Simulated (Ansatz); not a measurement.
S on the Zn site (S_Zn) in zinc-blende ZnS (start: the Zn site; 64-site cell, 2×2×2 shifted sampling). Computed with PBE, PAW (plane waves to 420 eV; Ansatz, a program for electronic structure). Total energies of the localised charge states, counted from that of charge +1, and their image corrections (point charge with alignment); the host's valence-band maximum lies at 5.506 eV on the cells' energy zero and its gap is 2.01 eV.

```
charge         moment (μB)  E − E(first) (eV)  correction (eV)
------  ------------------  -----------------  ---------------
+1                     1.0              0.000            0.153
0       not spin-polarised              5.903            0.000
−1                     1.0             12.684            0.215
−2      not spin-polarised             19.289            0.781
```

Derive the transition levels above the valence-band maximum and say which of them are thermodynamic.

A level is the Fermi energy at which two charges have equal formation energy: ε(q/q′) = [E(q′) + corr(q′) − E(q) − corr(q)] / (q − q′) − E_VBM.
ε(+1/0) = [(5.903 + 0.000) − (0.000 + 0.153)] / 1 − 5.506 = 0.24 eV
ε(0/−1) = [(12.684 + 0.215) − (5.903 + 0.000)] / 1 − 5.506 = 1.49 eV
ε(−1/−2) = [(19.289 + 0.781) − (12.684 + 0.215)] / 1 − 5.506 = 1.67 eV
Thermodynamic levels at least 0.1 eV inside the gap: (+1/0) at 0.24 eV; (0/−1) at 1.49 eV; (−1/−2) at 1.67 eV. They hold to tenths of an eV in this cell. Charges with a result: +2, +1, 0, −1, −2. Others weren't obtained, and one of them could lie lower, also by skipping a charge. Charge +2 has its level within 0.1 eV of a band edge or past it. The geometries come from one start. Flagged in the runs: a strain field that reaches the edge of the cell.
